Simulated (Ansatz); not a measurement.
We consider BN (R3m, No. 160, 2 atoms in the cell; start mp-13150; a measured phase of this formula has another space group), described by r²SCAN (PAW; Ansatz, a quantum-chemistry and plane-wave program).

Settings: plane-wave cutoff 560 eV, 16×16×16 k mesh, Fermi–Dirac smearing 0.01 eV, scalar-relativistic PAW data made under PBE.

Cell (relaxed at this level):

BN is taken in the trigonal space group R3m, hexagonal axes (No. 160), Pearson symbol hR2. Lattice parameters: a = b = 2.501 Å, c = 10.303 Å, α = β = 90.00°, γ = 120.00°. B on 3a is coordinated by 3 N at 1.444 Å (trigonal planar). N on 3a sees 3 B at 1.444 Å (trigonal planar). (Neighbours: up to the widest gap in distance over summed covalent radii, below 1.35, at either atom.)
(The calculation used a cell of 2 atoms; values per cell refer to that cell.)

Task: Estimate the band gap and Γ–Γ gap that the calculation returns.

Result: 
- band gap = 4.79 eV (on the SCF k mesh)
- Γ–Γ gap = 6.73 eV

Note: the relaxation could not lower the start's symmetry, so the cell can be a saddle point above a distorted one; the cell has widely spaced layers and the level no dispersion term, so their spacing and the moduli can rest on weak binding.

Computing time: around 70 core-seconds (rough).

A start named mp-… is a Materials Project structure, which need not be a measured phase.
